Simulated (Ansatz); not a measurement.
**HfO2: isotropic strain +3.00 %**

Base system: HfO2 in the fluorite structure (space group Fm-3m, No. 225; a = 5.098 Å).

Now apply this change: every lattice vector is stretched by 3.00 %, atoms relaxed at fixed cell.

All numbers come from PBE (Ansatz, a quantum-chemistry and plane-wave program; PAW; 420 eV plane waves; no spin-orbit coupling). Settings: 11×11×11 k-points, 0.05 eV Fermi–Dirac smearing.

```json
[
 {"quantity": "volume per atom", "base": "11.04 Å³", "changed": "12.06 Å³", "shift": "+1.02 Å³"},
 {"quantity": "shortest interatomic distance", "base": "2.207 Å", "changed": "2.274 Å", "shift": "+0.0662 Å"},
 {"quantity": "energy relative to the base (free energy F)", "base": "0 meV/atom", "changed": "+62 meV/atom", "shift": "+62 meV/atom"},
 {"quantity": "pressure", "base": "0.00 GPa", "changed": "-18.09 GPa", "shift": "-18.096 GPa"},
 {"quantity": "band gap", "base": "3.75 eV", "changed": "3.52 eV", "shift": "-0.224 eV"},
 {"quantity": "gap character", "base": "direct at X", "changed": "direct at X", "shift": "–"},
 {"quantity": "mean gap deformation potential ΔEg/Δln V", "base": "–", "changed": "-2.5 eV", "shift": "–"},
 {"quantity": "width of the top valence band", "base": "1.82 eV", "changed": "1.71 eV", "shift": "-0.11 eV"},
 {"quantity": "electron mass", "base": "1.2 mₑ along k, 0.74 mₑ across (at X)", "changed": "1.8 mₑ along k, 0.88 mₑ across (at X)", "shift": "–"},
 {"quantity": "hole mass", "base": "–", "changed": "0.27 mₑ along k, 1.9 mₑ across (at X)", "shift": "–"}
]
```

Final structure:

```yaml
crystal:
  lattice:
    - [0.00000, 2.62524, 2.62524]
    - [2.62524, 0.00000, 2.62524]
    - [2.62524, 2.62524, 0.00000]
  atoms:
    - { symbol: Hf, position: [0.00000, 0.00000, 0.00000] }
    - { symbol: O, position: [0.25000, 0.25000, 0.25000] }
    - { symbol: O, position: [0.75000, 0.75000, 0.75000] }
```

With Hf present, leaving out spin-orbit coupling can change the band edges. Masses are band curvatures over ±0.01 Å⁻¹ around the edge. Along k means along the line from Γ to the band edge. Whether these cells are dynamically stable was not tested. This is not the structure that HfO2 has at room temperature and ambient pressure.
